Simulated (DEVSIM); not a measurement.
Device: Si p-i-n diode, at 300 K.

| layer (left to right) | material | thickness (μm) | Nd (cm⁻³) | Na (cm⁻³) | τn (s) | τp (s) |
|---|---|---|---|---|---|---|
| 1 | Si | 0.320 | - | 4e18 | 0.00088 | 0.00088 |
| 2 | Si | 0.220 | 1.4e13 | - | 0.00088 | 0.00088 |
| 3 | Si | 0.230 | 5.1e18 | - | 0.00088 | 0.00088 |

Left contact: ohmic. Right contact: ohmic. Voltage is applied to the left contact. Recombination: SRH at mid-gap. Gap narrowing is on: ΔEg = 6.92 meV × (l + √(l² + 0.5)), l = ln(N/1.3e17 cm⁻³), shared equally by both band edges. Mobility is μmin + (μ − μmin)/(1 + (N/Nref)^α).

Constants are typed, rounded textbook-type inputs, not results; the design itself was drawn at random and stands for no fabricated device. Values at 300 K.

| parameter | Si |
|---|---|
| gap (eV) | 1.124 |
| affinity (eV) | 4.05 |
| permittivity | 11.7 |
| Nc (cm⁻³) | 2.86e19 |
| Nv (cm⁻³) | 3.1e19 |
| μn (cm²/Vs) | 1417 |
| μp (cm²/Vs) | 470 |
| μn,min | 52 |
| μp,min | 45 |
| Nref,n | 9.7e16 |
| Nref,p | 2.2e17 |
| αn | 0.68 |
| αp | 0.72 |

DEVSIM, 1D drift-diffusion, Boltzmann statistics, complete ionisation; no tunnelling, impact ionisation, image-force lowering or self-heating.

Problem. Tabulate band edges, carrier densities and field at zero bias.

Solution. Energies count from the Fermi level of the right contact; mesh points crowd at the junctions.

| x (μm) | Ec (eV) | Ev (eV) | n (cm⁻³) | p (cm⁻³) | field (V/cm) |
|---|---|---|---|---|---|
| 0.000 | 1.023 | -0.053 | 190 | 4.0e18 | ≈ 0 |
| 0.01613 | 1.023 | -0.053 | 190 | 4.0e18 | ≈ 0 |
| 0.04140 | 1.023 | -0.053 | 190 | 4.0e18 | ≈ 0 |
| 0.08486 | 1.023 | -0.053 | 190 | 4.0e18 | ≈ 0 |
| 0.1726 | 1.023 | -0.053 | 190 | 4.0e18 | ≈ 0 |
| 0.2362 | 1.023 | -0.053 | 190 | 4.0e18 | ≈ 0 |
| 0.2793 | 1.023 | -0.053 | 190 | 4.0e18 | ≈ 0 |
| 0.3100 | 1.023 | -0.053 | 190 | 4.0e18 | -1100 |
| 0.3253 | 0.989 | -0.135 | 700 | 1.7e17 | -55000 |
| 0.3439 | 0.906 | -0.218 | 17000 | 6.8e15 | -41000 |
| 0.3719 | 0.793 | -0.331 | 1400000 | 8.5e13 | -40000 |
| 0.4344 | 0.540 | -0.584 | 2.4e10 | 4.9e9 | -40000 |
| 0.4805 | 0.354 | -0.770 | 3.2e13 | 3600000 | -40000 |
| 0.5111 | 0.231 | -0.893 | 3.8e15 | 31000 | -41000 |
| 0.5372 | 0.109 | -1.015 | 4.2e17 | 280 | -71000 |
| 0.5516 | 0.045 | -1.028 | 5.1e18 | 170 | -180 |
| 0.5735 | 0.045 | -1.028 | 5.1e18 | 170 | ≈ 0 |
| 0.6067 | 0.045 | -1.028 | 5.1e18 | 170 | ≈ 0 |
| 0.6766 | 0.045 | -1.028 | 5.1e18 | 170 | ≈ 0 |
| 0.7189 | 0.045 | -1.028 | 5.1e18 | 170 | ≈ 0 |
| 0.7468 | 0.045 | -1.028 | 5.1e18 | 170 | ≈ 0 |
| 0.7700 | 0.045 | -1.028 | 5.1e18 | 170 | ≈ 0 |
